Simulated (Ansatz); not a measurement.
Here is the system:

```yaml
crystal:
  lattice:
    - [0.00000, 2.69644, 2.63048]
    - [2.69644, 0.00000, 2.63048]
    - [2.69644, 2.69644, 0.00000]
  atoms:
    - { symbol: Zn, position: [0.00000, 0.00000, 0.00000] }
    - { symbol: S, position: [0.25000, 0.25000, 0.25000] }
```

These are PBEsol with spin-orbit coupling, rigid bands (plane waves, PAW; Ansatz, a program for electronic structure) values and carry that method's errors. Condition of this run: uniaxial stress zz = 1 GPa (compression positive) (the target of the relaxation). How the cell was made: cell and atoms relaxed with PBEsol, then loaded as said.

**Question.** What conductivity effective mass do dilute electrons have at 300 K?

**Answer.** 0.180 mₑ.

**Question.** Predict the hole conductivity mass (n e² τ/σ) at 300 K, by direction if it differs.

**Answer.** 0.78 (x), 0.78 (y), 0.65 (z) mₑ.

**Question.** And the band gap?

**Answer.** 2.04 eV at this level; semilocal functionals usually fall short of the measured gap.

Rigid bands, one relaxation time for all states, no polarons.
